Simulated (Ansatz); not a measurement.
The starting structures come from a database of crystals and need not be the phases stable at ambient conditions.

By PBEsol, the system below comes out a metal.

Without scattering a metal conducts by its projected Fermi surface.

Given:

```yaml
crystal:
  lattice:
    - [3.15921, 0.00000, 0.00000]
    - [-1.57961, 2.73596, 0.00000]
    - [1.57961, 0.91199, 2.50210]
  atoms:
    - { symbol: Ta, position: [0.00000, 0.00000, 0.00000] }
    - { symbol: C, position: [0.00000, 0.50000, 0.50000] }
```

The cell is strained (lengths along the current scaled by 0.97, ions clamped); by PBEsol it stands under a pressure of 4.1 GPa.

The current flows along the normal of the first two printed cell vectors, the (111) (indices of the unstrained crystal) plane of the conventional cell. No spin-orbit coupling; the value is a mean over 0.1 eV about the Fermi level.

### Question
Compute, with PBEsol (Ansatz, a quantum-chemistry and plane-wave program), the ballistic conductance per area.

### Answer
1.2 × 10¹⁵ S/m² for both spins.
